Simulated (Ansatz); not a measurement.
The reference is CsCaH3 in the cubic perovskite structure (space group Pm-3m, No. 221; a = 4.541 Å; a cell from a computed database, its experimental status unchecked). Axes: x, y, z lie along the cube axes.

It is then changed as follows: uniaxial stress, 3 GPa compression along z; all other stress components relax to zero.

Levels (all Ansatz, an electronic-structure program, PAW): PBEsol (420 eV, no spin-orbit coupling); r2SCAN (500 eV, without spin-orbit coupling); HSE06 (420 eV, no SOC).

One geometry, relaxed with PBEsol, under each level:

| level | band gap | lowest conduction level above the VBM at special points | pressure |
|---|---|---|---|
| PBEsol | 2.77 eV | R 2.77 eV; M 2.85 eV; A 4.57 eV; X 4.60 eV | 1.00 GPa |
| r2SCAN | 3.48 eV | R 3.48 eV; M 3.59 eV; A 5.27 eV; X 5.27 eV | 2.23 GPa |
| HSE06 | 4.14 eV | R 4.14 eV; M 4.23 eV; A 6.15 eV; Γ 7.09 eV | – |

Single points use the geometry relaxed with PBEsol. Their cutoffs differ, which shifts pressures a little. HSE06 was sampled on its mesh, a few special points and the semilocal edge points, so its gap is an upper bound. Load acts through the strain it causes; cell and atoms are relaxed under it. Stability under load was not tested beyond the relaxation. Many cubic perovskites are stable only at high temperature; tilts and polar distortions were not tested. k-point labels follow each cell's own Brillouin zone.
